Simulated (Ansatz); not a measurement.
SnTe under a change: isotropic strain −1.50 %

Start from SnTe in the rock salt structure (space group Fm-3m, No. 225; a = 6.289 Å).

One thing is altered: an isotropic linear strain of −1.50 %, atoms relaxed at fixed cell.

Method: Kohn–Sham DFT with the PBEsol functional, run in Ansatz (an electronic-structure program) with PAW and 420 eV plane waves, no SOC. Settings: 13×13×13 k-points, 0.05 eV Fermi–Dirac smearing.

Space group: Fm-3m (No. 225) (base Fm-3m (No. 225))
Shortest interatomic distance: 3.097 Å (base 3.145 Å)
Energy relative to the base (free energy F): +9.7 meV/atom
Pressure: 2.35 GPa (base -0.01 GPa)
Band gap: 0.16 eV (uncertain: the edges found look like a band crossing or inverted bands; both cells) (base 0.16 eV)

With Te present, leaving out spin-orbit coupling can change the band edges. Whether these cells are dynamically stable was not tested. A zero or small gap of SnTe can be the functional's error rather than a property of the material.
